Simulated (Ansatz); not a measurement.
**CdS under load (space group P6_3mc): band-edge transport data**

Given:

```yaml
crystal:
  lattice:
    - [4.05602, 0.00000, 0.00000]
    - [-2.02801, 3.51262, 0.00000]
    - [0.00000, 0.00000, 6.81461]
  atoms:
    - { symbol: Cd, position: [0.33333, 0.66667, 0.00298] }
    - { symbol: Cd, position: [0.66667, 0.33333, 0.50298] }
    - { symbol: S, position: [0.33333, 0.66667, 0.37202] }
    - { symbol: S, position: [0.66667, 0.33333, 0.87202] }
```

Calculation: r2SCAN with spin-orbit coupling, rigid bands (plane waves, PAW; Ansatz, a quantum-chemistry and plane-wave program). Condition of this run: biaxial stress in the c plane of 1.6 GPa (compression positive) (the target of the relaxation). Geometry: cell and atoms relaxed with PBEsol, then loaded as said.

* **band gap**: 1.65 eV
* **electron conductivity mass (300 K, dilute)**: 0.183 (x), 0.183 (y), 0.155 (z) mₑ
* **hole conductivity mass (300 K, dilute)**: 1.02 (x), 1.02 (y), 1.63 (z) mₑ
* **effective density of states N_c (300 K)**: 1.7e18 cm⁻³
* **effective density of states N_v (300 K)**: 3.9e19 cm⁻³
* **density-of-states mass, electrons**: 0.169 mₑ
* **density-of-states mass, holes**: 1.34 mₑ
* **Seebeck coefficient, n-type 1e19 cm⁻³, 300 K**: -101 μV/K
* **best n-type power factor at 300 K for τ = 10 fs (best axis; densities from 1e16 to 1e21 cm⁻³ tried, whether or not they can be reached)**: 1.78 μW/(cm·K²) at 1e19 cm⁻³
* **Seebeck coefficient, p-type 1e19 cm⁻³, 300 K**: 365 μV/K

Rigid bands; masses and Seebeck coefficients take one relaxation time τ for all states and one kind of carrier; polarons and phonon drag are left out. Geometry: cell and atoms relaxed with PBEsol.
